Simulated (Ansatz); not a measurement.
Start from GaSb in the rock salt structure (space group Fm-3m, No. 225; a = 5.712 Å; a hypothetical phase, not in the database extracts checked; relaxed with 0.1 eV smearing). Axes: x, y, z lie along the cube axes.

Level of theory: PBE-D3(BJ), PAW, 420 eV (Ansatz, a program for electronic structure; spin-orbit coupling left out).

A first run, uniaxial strain ε_xx = −2.04 %, gives secant values C11 ≈ 150 GPa and C12 ≈ 29 GPa from its stress. A second run applies biaxial strain +0.88 %, plane normal [001], relaxed out of plane.

**Question.** What does linear elasticity predict for −ε⊥/ε∥ in the second run, and what does the run give?

**Answer.** Linear elasticity: 2 C12/C11 = 0.39. The run gives 0.41; any difference comes from nonlinear terms at these strains and numerical noise.

No phonon test of stability was made. All final runs are without spin polarisation.
